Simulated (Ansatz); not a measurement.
The starting structures come from a database of crystals and need not be the phases stable at ambient conditions.

Inside the gap of an insulator the Bloch states are evanescent, with a wavenumber k + iκ along the transport direction.

Data:

```
CELL_PARAMETERS angstrom
      3.42587     0.00000     0.00000
      1.57462     5.05566     0.00000
      0.00000     0.00000     3.34644
ATOMIC_POSITIONS crystal
  Na 0.84054 0.30562 0.79660
  Na 0.15946 0.69438 0.29660
  H  0.54120 0.92346 0.92955
  H  0.45880 0.07654 0.42955
  O  0.63468 0.76128 0.77380
  O  0.36532 0.23872 0.27380
```

Space group of this cell: P2_1. The cell is taken as given; by PBEsol its mean pressure is 1.7 GPa.

Transport runs along the normal of the first two printed cell vectors.

The gap is the functional's own, uncorrected, and κ follows it; spin-orbit coupling is left out. Mid-gap values are interpolated between the computed energies.

**Question.** Predict the band gap and the smallest decay constant κ at mid-gap from PBEsol in Ansatz (a quantum-chemistry and plane-wave program).

**Answer.** Gap 3.55 eV on a 10×6×10 mesh; κ = 0.341 1/Å, at the zone centre.
